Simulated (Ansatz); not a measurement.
The starting structures come from a database of crystals and need not be the phases stable at ambient conditions.

 Where the default PAW files enter, the runs use the earlier of Ansatz's two default sets.

Data:

```
GaP
1.0
    3.84172     0.00000     0.00000
    0.00000     6.33293     0.00000
    1.92086     0.00000     3.32703
Ga P
2 2
Direct
  0.66667   0.49995   0.66667
  0.33333   0.99995   0.33333
  0.66667   0.12605   0.66667
  0.33333   0.62605   0.33333
```

Space group of this cell: P6_3mc, wurtzite. The cell is taken as given.

Transport runs along the normal of the first two printed cell vectors, the (100) plane of the conventional cell.

The gap is the functional's own, uncorrected, and κ follows it; spin-orbit coupling is left out. Mid-gap values are interpolated between the computed energies.

Problem. State the band gap and the smallest decay constant κ at mid-gap according to r2SCAN (Ansatz, a program for electronic structure).

Solution. Gap 1.74 eV on a 10×6×10 mesh; κ = 0.137 1/Å, at the zone centre.
